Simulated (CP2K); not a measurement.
Several settings converged on a (001) slab of TiO2 (cut from a parent of space group no. 141; 12 atoms in the cell)

```
CELL_PARAMETERS angstrom
      3.76608     0.00000     0.00000
      0.00000     3.76608     0.00000
      0.00000     0.00000    21.89169
ATOMIC_POSITIONS crystal
  Ti 0.00000 0.50000 0.33791
  Ti 0.00000 0.00000 0.66209
  O  0.00000 0.50000 0.68024
  O  0.50000 0.50000 0.35607
  O  0.00000 0.00000 0.31976
  O  0.00000 0.50000 0.42782
  Ti 0.50000 0.00000 0.55403
  Ti 0.50000 0.50000 0.44597
  O  0.50000 0.00000 0.46413
  O  0.00000 0.00000 0.57219
  O  0.50000 0.50000 0.53588
  O  0.50000 0.00000 0.64394
```

Base method: CP2K 2026.2 with LDA (Pade form), GPW, DZVP-MOLOPT-SR-GTH basis, GTH-PADE potentials (GTH_POTENTIALS).

Base settings: CUTOFF = 600 Ry; REL_CUTOFF = 50 Ry; SMEAR/METHOD = FERMI_DIRAC; ELECTRONIC_TEMPERATURE = 232.09 K; KPOINTS/SCHEME = MONKHORST-PACK 3 3 1; XC_FUNCTIONAL = PADE; Ti/BASIS_SET = DZVP-MOLOPT-SR-GTH-q12; Ti/POTENTIAL = GTH-PADE-q12; O/BASIS_SET = DZVP-MOLOPT-SR-GTH-q6; O/POTENTIAL = GTH-PADE-q6.

**The vacuum**

The mesh stays at the base's, so the ladder's end is converged at best in this setting alone.

Only quantities that move along the ladder and can be compared are tabulated; forces are left out, as grid noise moves with the cell; the gap is left out on so coarse a mesh.

| vacuum between outermost atoms (Å) | free energy less the last step's (meV/atom) |
|---|---|
| 3.0 | -33.33 |
| 4.0 | -6.70 |
| 5.0 | -1.15 |
| 7.0 | 0.08 |
| 10.0 | 0.13 |
| 14.0 | 0.21 |
| 20.0 | 0.10 |
| 30.0 | 0.00 |

Smallest vacuum between outermost atoms (Å) that holds the free energy within 5 meV/atom of the last step, with all finer ones: 5.0; the step before is off by 6.7 meV/atom.

**The k-point mesh**

Moved along: GAMMA_CENTERED.

Only quantities that move along the ladder and can be compared are tabulated.

```csv
KPOINTS/SCHEME,free energy less the last step's (meV/atom),largest difference of a force vector from the last step's (eV/Å),gap on the mesh (eV)
MONKHORST-PACK 2 2 1,-31.54,0.476,1.525
MONKHORST-PACK 3 3 1,-4.96,0.129,1.688
MONKHORST-PACK 4 4 1,0.84,0.032,1.483
MONKHORST-PACK 5 5 1,0.24,0.005,1.553
MONKHORST-PACK 6 6 1,0.01,0.002,1.487
MONKHORST-PACK 7 7 1,0.00,0.000,1.520
MONKHORST-PACK 9 9 1,0.00,0.000,1.506
MONKHORST-PACK 12 12 1,0.00,0.000,1.487
MONKHORST-PACK 16 16 1,0.00,0.000,1.487
```

Coarsest KPOINTS/SCHEME that holds the forces within 0.01 eV/Å of the last step, with all finer ones: MONKHORST-PACK 5 5 1; the step before is off by 0.032 eV/Å.

Coarsest KPOINTS/SCHEME that holds the free energy within 2 meV/atom of the last step, with all finer ones: MONKHORST-PACK 4 4 1; the step before is off by 5.0 meV/atom.

The gap on the mesh jumps up and down from mesh to mesh; it is no smooth measure of convergence.

**The cutoff of the density grid**

The mesh stays at the base's, so the ladder's end is converged at best in this setting alone.

Only quantities that move along the ladder and can be compared are tabulated; the gap is left out on so coarse a mesh.

```tsv
CUTOFF	free energy less the last step's (meV/atom)	largest difference of a force vector from the last step's (eV/Å)
300 Ry	-0.80	0.090
360 Ry	-0.03	0.058
420 Ry	-0.35	0.047
510 Ry	-0.27	0.033
600 Ry	-0.01	0.016
720 Ry	-0.13	0.014
900 Ry	-0.03	0.005
1200 Ry	0.00	0.000
```

Coarsest CUTOFF that holds the free energy within 0.5 meV/atom of the last step, with all finer ones: 360 Ry; the step before is off by 0.80 meV/atom.

On the base run: the starting cell has typed, rounded lattice constants, without a prior relaxation at this level. The slab is cut from that crystal, and its faces are unrelaxed. Its lattice was rescaled by up to half a per cent. Spin polarisation is off, though cut faces can carry moments; a gap of a slab can lie between surface states. Values carry the incompleteness of an atom-centred basis. In the base run, forces exceed 1 eV/Å. Another mesh or the band path of this cell gives a smaller gap, so this value is not converged in the mesh.

Left out of this page: 1 run of the series outside the window shown, repeating another row's setting, or not comparable.
